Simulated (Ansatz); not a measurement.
Consider SrTiO$_{3}$ in the cubic perovskite structure (space group Pm-3m, No. 221; a = 3.9364 Å).

Now apply this change: a hydrostatic pressure of 0.7 GPa.

Calculations: PBE (Ansatz, an electronic-structure program), no spin-orbit coupling.

Base, band edges from the VBM (valence, conduction): M -0.08, 3.69; R 0.00, 4.34; X -0.72, 2.00; Γ -0.36, 1.84 eV.

### Question
Give the band edges at the high-symmetry points of the new zone, measured from its valence-band maximum.

### Answer
| point | valence edge (eV) | conduction edge (eV) |
|---|---|---|
| Γ | -0.36 | 1.85 |
| X | -0.72 | 2.01 |
| M | -0.08 | 3.71 |
| R | 0.00 | 4.36 |

The gap is 1.85 eV, indirect, R → Γ.

Load acts through the strain it causes; cell and atoms are relaxed under it. Whether these cells are dynamically stable was not tested. All final runs are without spin polarisation. Many cubic perovskites are stable only at high temperature; tilts and polar distortions were not tested.
